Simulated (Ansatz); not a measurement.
**zinc-blende BN: the defect Be interstitial**

Computed with PBE, PAW (plane waves to 420 eV; Ansatz, a first-principles code). Cell: 64 sites, 2×2×2; final energies on a 2×2×2 shifted mesh. Site at the start: void with 4N nearest. Energies of charged states are corrected for periodic images (point charge plus alignment at distant sites). Dielectric constants: PBE linear response of the host. Host gap at this level: 4.46 eV. Finite-size and sampling errors can reach tenths of an eV here. PBE underestimates the host's gap, which shifts levels and can delocalise carriers. Spin–orbit coupling is left out. Each state is the lowest found from its start.

Formation energies E_f are given with the Fermi level at the valence-band maximum. Chemical conditions: B-rich (Δμ(Be) = -0.14 eV, bounded by Be3N2 (P6_3/mmc); only phases computed here count, gases as isolated molecules at 0 K); N-rich (Δμ(Be) = -1.71 eV, bounded by Be3N2 (P6_3/mmc); only phases computed here count, gases as isolated molecules at 0 K). Reference phases: Be: hcp Be.

The name describes the start; the neighbours show where the added atom ended.

```csv
charge,moment (μB),largest move off a lattice site (Å),neighbours of the added atom at the end (Å),image correction with alignment (eV),"E_f, B-rich (eV)","E_f, N-rich (eV)"
+2,not spin-polarised,0.12,"N 1.59, N 1.59, N 1.59, N 1.59",1.82,2.33,3.89
+1*,1.0,0.14,"N 1.59, N 1.59, N 1.59, N 1.59",–,–,–
0,not spin-polarised,0.65,"N 1.51, N 1.53, N 1.70, N 1.70",0.00,9.87,11.43
```

* At this level the carrier isn't localised at the defect: at charge +1 electrons occupy the conduction band. Such a state is shallow or no state of the defect, and this cell gives it no level.
